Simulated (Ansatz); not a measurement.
## Smallest direct gap on the k points sampled of Sr₃Sn₂O₇ (Cmcm, No. 63, 24 atoms in the cell; start mp-17743) at several levels of theory

No measured value is used here.

```json
[
 {"level (code)": "LDA (Ansatz)", "value (eV)": "…"},
 {"level (code)": "PBEsol+SOC (Ansatz)", "value (eV)": "2.57"},
 {"level (code)": "r²SCAN+SOC (Ansatz)", "value (eV)": "3.30"},
 {"level (code)": "HSE06 (Ansatz)", "value (eV)": "4.23"}
]
```

Problem. Some entries are withheld; supply them.

Solution. 
- LDA (Ansatz, a quantum-chemistry and plane-wave program), value (eV): 2.51

At these levels the smallest gap is indirect and lower: LDA 2.40, PBEsol+SOC 2.46, r²SCAN+SOC 3.17, HSE06 4.10 eV. Computed values are for a static lattice. Levels without +SOC have no spin–orbit coupling; where heavier elements are present it shifts gaps, mostly down, and can invert bands.  Values are at the PBEsol cell. Cutoffs and k meshes differ between the levels. Ansatz's density-functional and Hartree–Fock values are scalar-relativistic unless marked +SOC, with PAW data made under PBE.

A start named mp-… is a Materials Project structure, which need not be a measured phase.
